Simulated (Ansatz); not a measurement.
Input:

```
PtS
1.0
    3.47524     0.00000     0.00000
    0.00000     3.47524     0.00000
    0.00000     0.00000     6.06718
Pt S
2 2
Direct
  0.50000   0.00000   0.50000
  0.00000   0.50000   0.00000
  0.00000   0.00000   0.75000
  0.00000   0.00000   0.25000
```

All values below come from PBEsol, rigid bands (plane waves, PAW, scalar-relativistic; Ansatz, a quantum-chemistry and plane-wave program). Cell: cell and atoms relaxed with PBEsol.

### Question
What conductivity effective mass do dilute electrons have at 300 K?

### Answer
1.17 (x), 1.17 (y), 0.69 (z) mₑ.

### Question
And the band gap?

### Answer
0.52 eV at this level; semilocal functionals usually fall short of the measured gap.

Rigid bands, one relaxation time for all states, no polarons. Spin-orbit coupling is left out; where it splits the top of the valence band it changes the hole mass and lowers the gap by about a third of the splitting.

Formula and space group known from diffraction (Crystallography Open Database), not checked to be the room-temperature form: PtS (P4_2/mmc).
